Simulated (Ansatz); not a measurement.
For AlP (model structure, started from the litharge type, P4/nmm, No. 129, 4 atoms in the cell), PBEsol (Ansatz, a first-principles code, plane waves, PAW) gives:

```
Property               Value
-------------------  -------
lattice parameter a  3.523 Å
lattice parameter c  5.368 Å
```

Task: What does PBE-D3(BJ) (PAW; Ansatz) give for the same quantities?

Result: 
- lattice constant a: 3.505 Å (shrinks by 0.5 %)
- lattice parameter c: 5.317 Å (drops by 1.0 %)

Changes are worked out from the printed values.

Unless a cell is named, each level is at its own relaxed cell (PBEsol 16.66, PBE-D3(BJ) 16.33 Å³/atom).

Ansatz's density-functional and Hartree–Fock values are scalar-relativistic unless marked +SOC, with PAW data made under PBE.

A model structure was made by putting elements into a prototype or built by hand; it is no filed structure, need not be a known phase, and can be a saddle point held by its symmetry.
